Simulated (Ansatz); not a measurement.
**A computed series for hypothetical zinc blende LaN: pressure series**

Consider LaN in the zinc blende structure (space group F-43m, No. 216; a = 5.613 Å; a hypothetical phase, not in the database extracts checked).

Cell and atoms are relaxed at each pressure.

Method: PBE (Ansatz, an electronic-structure program; PAW; 420 eV plane waves; no SOC).

```json
[
 {"P (GPa)": "-1.99", "V (Å³/atom)": "22.644"},
 {"P (GPa)": "-0.99", "V (Å³/atom)": "22.365"},
 {"P (GPa)": "0.29", "V (Å³/atom)": "22.030"},
 {"P (GPa)": "0.69", "V (Å³/atom)": "21.931"},
 {"P (GPa)": "1.50", "V (Å³/atom)": "21.734"},
 {"P (GPa)": "5.00", "V (Å³/atom)": "20.969"},
 {"P (GPa)": "7.50", "V (Å³/atom)": "20.489"},
 {"P (GPa)": "10.00", "V (Å³/atom)": "20.053"}
]
```

Problem. Fit a third-order Birch–Murnaghan equation of state.

Solution. Least squares on P(V) = (3B₀/2)[(V₀/V)^(7/3) − (V₀/V)^(5/3)]·[1 + (3/4)(B₀′ − 4)((V₀/V)^(2/3) − 1)] gives V₀ = 22.10 Å³/atom, B₀ = 86 GPa and B₀′ = 3.6.

Between the base and pressure 10 GPa the gap moves from 1.17 eV to 1.21 eV, a mean slope of 3.8 meV/GPa.

Load acts through the strain it causes; cell and atoms are relaxed under it. Stability against distortions was not tested. No other phases were tried under pressure.
